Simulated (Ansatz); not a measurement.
Results of PBE0 (plane waves, PAW; Ansatz, a quantum-chemistry and plane-wave program) for stishovite (SiO2).

Numerical settings: plane-wave cutoff 460 eV, 6×6×8 k mesh (along the axes of the cell as run), Fermi–Dirac smearing 0.01 eV, scalar-relativistic PAW data made under PBE.

Cell (relaxed at this level):

```
O2Si
1.0
    4.17985     0.00000     0.00000
    0.00000     4.17985     0.00000
    0.00000     0.00000     2.66189
Si O
2 4
Cartesian
  0.00000   0.00000   0.00000
  2.08992   2.08992   1.33095
  1.28002   1.28002   0.00000
  3.36995   0.80990   1.33095
  0.80990   3.36995   1.33095
  2.89983   2.89983   0.00000
```

Question: Estimate the band gap that the calculation returns.

Answer: 
* **band gap**: 8.54 eV (on the SCF k mesh) (direct)

The computed numbers hold no vibrational or temperature effects.

It cost around 26 core-minutes (rough) of CPU time.
